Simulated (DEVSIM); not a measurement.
Structure: illuminated Si n-on-p cell, one wavelength, with a back-surface field, at 400 K.

Layer 1 from the left is Si, thickness (μm) 0.490, Nd (cm⁻³) 4.8e18, τn (s) 3.4e-6, τp (s) 3.9e-7, absorption coefficient (cm⁻¹) 4900. Layer 2 from the left is Si, thickness (μm) 290, Na (cm⁻³) 7.2e15, τn (s) 1e-5, τp (s) 1e-5, absorption coefficient (cm⁻¹) 4900. Layer 3 from the left is Si, thickness (μm) 0.550, Na (cm⁻³) 2.2e18, τn (s) 1e-5, τp (s) 1e-5, absorption coefficient (cm⁻¹) 4900.

Left contact: ohmic, minority hole recombination velocity 70000 cm/s. Right contact: ohmic, minority electron recombination velocity 2e5 cm/s. Voltage is applied to the left contact. Recombination: SRH at mid-gap, radiative, Auger. Gap narrowing is on: ΔEg = 6.92 meV × (l + √(l² + 0.5)), l = ln(N/1.3e17 cm⁻³), shared equally by both band edges. Light enters at the left, 4.8e17 photons cm⁻² s⁻¹, one pass, no reflection. Mobility is μmin + (μ − μmin)/(1 + (N/Nref)^α).

Constants are typed, rounded textbook-type inputs, not results; the design itself was drawn at random and stands for no fabricated device. Values at 300 K; Nc and Nv go as T^1.5, mobilities as T to minus their exponent, the gap by Varshni's rule with the affinity fixed.

Si: gap (eV) 1.124, affinity (eV) 4.05, permittivity 11.7, Nc (cm⁻³) 2.86e19, Nv (cm⁻³) 3.1e19, μn (cm²/Vs) 1417, μp (cm²/Vs) 470, μn,min 52, μp,min 45, Nref,n 9.7e16, Nref,p 2.2e17, αn 0.68, αp 0.72, T exponent of μn 2.3, T exponent of μp 2.2, B (cm³/s) 4.7e-15, Cn (cm⁶/s) 2.8e-31, Cp (cm⁶/s) 9.9e-32, Varshni α (eV/K) 0.000473, Varshni β (K) 636.

Model (solved in DEVSIM): 1D drift-diffusion, Boltzmann statistics, complete ionisation; no tunnelling, impact ionisation, image-force lowering or self-heating.

Q: What does the simulation give for the dark forward voltage at 1 A/cm², the short-circuit current, the open-circuit voltage, the potential step across the device at zero bias?

A: dark forward voltage at 1 A/cm² 0.521 V; short-circuit current 71.1 mA/cm²; open-circuit voltage 0.379 V; potential step across the device at zero bias 0.869 V.
